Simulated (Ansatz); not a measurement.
All values below come from PBE (plane waves to 420 eV, PAW; Ansatz, an electronic-structure program).

Plane-averaged electrostatic potential energy along the normal, in eV from the Fermi level, for the (111) surface of rock-salt TiN in its 1x1 cell (cut with top plane Ti, bottom plane N), outermost plane spacing 1.23 Å in the ideal cut:

```csv
z (Å),V (eV)
4.01,6.84
4.30,6.84
4.58,6.84
4.87,6.84
5.16,6.84
5.44,6.84
5.73,6.83
6.02,6.83
6.30,6.82
6.59,6.78
6.88,6.69
7.16,6.45
7.45,5.80
7.73,4.04
8.02,-1.26
8.31,-8.16
8.59,-13.25
8.88,-13.90
9.17,-12.50
9.45,-11.17
9.74,-7.90
10.03,-3.79
10.31,-4.19
10.60,-7.72
10.89,-9.25
11.17,-9.38
11.46,-10.55
11.74,-12.71
12.03,-12.78
12.32,-10.46
12.60,-8.22
12.89,-8.96
13.18,-10.01
13.46,-8.95
13.75,-9.16
14.04,-11.74
14.32,-13.20
14.61,-12.15
14.90,-9.20
15.18,-8.16
15.47,-9.50
15.76,-9.29
16.04,-7.97
16.33,-9.36
16.61,-12.20
16.90,-12.97
17.19,-11.29
17.47,-8.72
17.76,-8.90
18.05,-10.51
18.33,-10.49
18.62,-10.36
18.91,-11.60
19.19,-12.45
19.48,-10.93
19.77,-6.98
20.05,-2.11
20.34,0.89
20.62,2.51
20.91,3.45
21.20,3.99
21.48,4.29
21.77,4.45
22.06,4.53
22.34,4.58
22.63,4.60
22.92,4.61
23.20,4.62
23.49,4.62
```

Set-up: 10 atoms, N5Ti5, 11.0 Å thick at the start; mesh 14x14x1; 0.1 eV smearing; dipole correction on; all atoms relaxed; held to the start's symmetry, so lower structures may exist; no spin, no spin-orbit, no U.

Problem. The surface cell has an area of 7.81 Å². What dipole along the normal does the step between the two vacuum levels imply?

Solution. the top vacuum level lies 2.21 eV below the bottom one; p = −ε₀ A ΔV (ε₀ = 0.005526 e/(V·Å)) gives 0.10 e·Å a cell.
